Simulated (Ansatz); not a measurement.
Adsorption energy and surface dipole of Cl on the 1x1 (100) surface of monoclinic HfO2 (cut with top plane 2 O), one in a 1x1 cell, started at the site 'bridge O-O (span 5.3 Å)', worked from the runs' numbers; total energies count from the potentials' own zero.

Host crystal: monoclinic HfO2, with a band gap (PBE, scalar-relativistic without spin-orbit coupling).

Method: r2SCAN, at the PBE geometry (plane waves to 500 eV, PAW; Ansatz, a quantum-chemistry and plane-wave program).

Model: 25-atom slab, 9.3 Å thick at the start under the adsorbate (thin: gaps and levels are the slab's own), 4x4x1 mesh, Fermi-Dirac 0.01 eV, dipole correction, single point; no symmetry held, on the structure that PBE left; spin-polarised, ending with about 1.0 μB a cell; orders that need a larger cell were not tried, no spin-orbit, no U, no dispersion correction. The program's check for a lower electronic state was not made. At the end it is bonded to Hf. In PBE it is, or lies within 0.03 eV of, the lowest of the starts that converged; the order may differ at this level.

| quantity | value |
|---|---|
| slab with the adsorbate | -136088.535 eV |
| clean slab, same cell and mesh | -135004.801 eV |
| reference, ½ Cl2(g) | -1083.517 eV |
| area of the cell | 27.90 Å² |
| change of the step from the bottom to the top vacuum level | 0.371 eV |

**Question.** What is the adsorption energy against this reference?

**Answer.** E(slab + adsorbate) − E(slab) − E(reference) = -0.22 eV, so in this state the adsorbate is more stable than in the reference, at a coverage of 3.58 a nm².

**Question.** What dipole does adsorption add to the slab along the outward normal (Helmholtz relation, ε₀ = 0.005526 e/(V·Å))?

**Answer.** p = −ε₀·A·ΔV = -0.057 e·Å = -0.27 D; its negative end points to the vacuum, which raises the vacuum level.
